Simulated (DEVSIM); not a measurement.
Structure: illuminated In0.53Ga0.47As p-on-n cell, one wavelength, at 300 K.

Layer 1 from the left is In0.53Ga0.47As, thickness (μm) 0.320, Na (cm⁻³) 6.9e17, τn (s) 1.6e-10, τp (s) 3.2e-11, absorption coefficient (cm⁻¹) 25000. Layer 2 from the left is In0.53Ga0.47As, thickness (μm) 1.80, Nd (cm⁻³) 1e17, τn (s) 1.2e-9, τp (s) 1.2e-9, absorption coefficient (cm⁻¹) 25000.

Left contact: ohmic, minority electron recombination velocity 1000 cm/s. Right contact: ohmic, minority hole recombination velocity 300 cm/s. Voltage is applied to the left contact. Recombination: SRH at mid-gap, radiative, Auger. Light enters at the left, 2e18 photons cm⁻² s⁻¹, one pass, no reflection. Mobility is μmin + (μ − μmin)/(1 + (N/Nref)^α).

Constants are typed, rounded textbook-type inputs, not results; the design itself was drawn at random and stands for no fabricated device. Values at 300 K.

In0.53Ga0.47As: gap (eV) 0.74, affinity (eV) 4.51, permittivity 13.9, Nc (cm⁻³) 2.1e17, Nv (cm⁻³) 7.7e18, μn (cm²/Vs) 12000, μp (cm²/Vs) 300, μn,min 300, μp,min 10, Nref,n 1.3e17, Nref,p 4.9e17, αn 0.48, αp 0.4, B (cm³/s) 9.6e-11, Cn (cm⁶/s) 5e-29, Cp (cm⁶/s) 5e-29.

Model (solved in DEVSIM): 1D drift-diffusion, Boltzmann statistics, complete ionisation; no tunnelling, impact ionisation, image-force lowering or self-heating.

Dark forward current:

```tsv
|V| (V)	|J| (A/cm²)
0.05	9.621e-5
0.10	0.0003475
0.15	0.001061
0.20	0.003192
0.25	0.01007
0.30	0.03523
0.35	0.1445
0.40	0.7085
0.45	4.012
0.50	24.65
0.55	150.6
0.60	789.1
0.65	3288
```

Problem. Work out the local ideality factor n = ΔV / (kT/q · ln(J2/J1)) between the rows 0.15 and 0.20 V, 0.45 and 0.50 V, 0.60 and 0.65 V.

Solution. kT/q = 25.85 mV. From 0.15 to 0.20 V: ln(0.003192/0.001061) = 1.101, n = 1.76. From 0.45 to 0.50 V: ln(24.65/4.012) = 1.815, n = 1.07, near the 1 of diffusion or emission over a barrier. From 0.60 to 0.65 V: ln(3288/789.1) = 1.427, n = 1.36; the layers' resistance at their doping, Σ W/(qμN) = 3.7e-6 Ω cm², would take 9.3 mV of this step of 50 mV.

Problem. What current could the absorbed light give at most, and what share is collected?

Solution. Σ αd = 5.30, so qΦ(1 − exp(−Σ αd)) = 319 mA/cm². The simulated short-circuit current is 278.9 mA/cm², a share of 0.87.

Problem. Estimate the open-circuit voltage by superposition: the voltage at which the dark current equals that short-circuit current.

Solution. Interpolating ln J in the table gives 0.371 V. The simulation gives 0.371 V, the same within the digits that matter. Superposition holds where collection doesn't change with voltage.

Problem. Estimate the fill factor from FF0 = (v − ln(v + 0.72))/(v + 1), v = qVoc/(nkT), with n from the dark curve.

Solution. The rows about Voc, 0.35 and 0.40 V, give n = 1.22, so v = 11.8 and FF0 = 0.724. The simulation gives 0.701; the estimate lies 3.3 % above.
